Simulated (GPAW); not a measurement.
Band structure of LiBr (Fm-3m, 2 atoms in the cell).

```
LiBr
1.0
    0.00000     2.75000     2.75000
    2.75000     0.00000     2.75000
    2.75000     2.75000     0.00000
Li Br
1 1
Direct
  0.00000   0.00000   0.00000
  0.50000   0.50000   0.50000
```

Computed with PBE, GPAW PAW datasets PBE (gpaw-data 1.0.1) (plane waves; GPAW 25.7.0).

Settings: mode = pw; ecut = 550 eV; xc = PBE; kpts = 10 10 10; mesh shift (steps) = 0 0 0; occupations.name = fermi-dirac; occupations.width = 0.05 eV; nbands = -8; convergence.density = 1e-05 e/electron; convergence.bands = -6; symmetry.symmorphic = false; symmetry.tolerance = 0.0005; maxiter = 100; bandpath_npoints = 40.

The starting cell has typed, rounded lattice constants, without a prior relaxation at this level.

### Question
Predict the gap along the standard path and the places of the band edges.

### Answer
The gap along the path is 4.93 eV, direct at Γ to within 0.01 eV.

Levels in eV from the top of the valence band on the SCF mesh, bands 1 to 8:
| point | 1 | 2 | 3 | 4 | 5 | 6 | 7 | 8 |
|---|---|---|---|---|---|---|---|---|
| Γ | -13.43 | -0.01 | -0.01 | -0.01 | 4.93 | 10.54 | 10.54 | 10.54 |
| X | -12.76 | -2.88 | -1.14 | -1.14 | 6.23 | 7.13 | 11.62 | 12.46 |
| W | -12.77 | -2.14 | -2.14 | -1.14 | 8.00 | 8.57 | 9.46 | 9.46 |
| K | -12.78 | -2.49 | -1.85 | -0.86 | 6.63 | 8.73 | 10.30 | 10.58 |
| L | -12.95 | -2.89 | -0.26 | -0.26 | 5.62 | 8.10 | 8.10 | 11.74 |
| U | -12.78 | -2.49 | -1.85 | -0.86 | 6.63 | 8.73 | 10.30 | 10.58 |
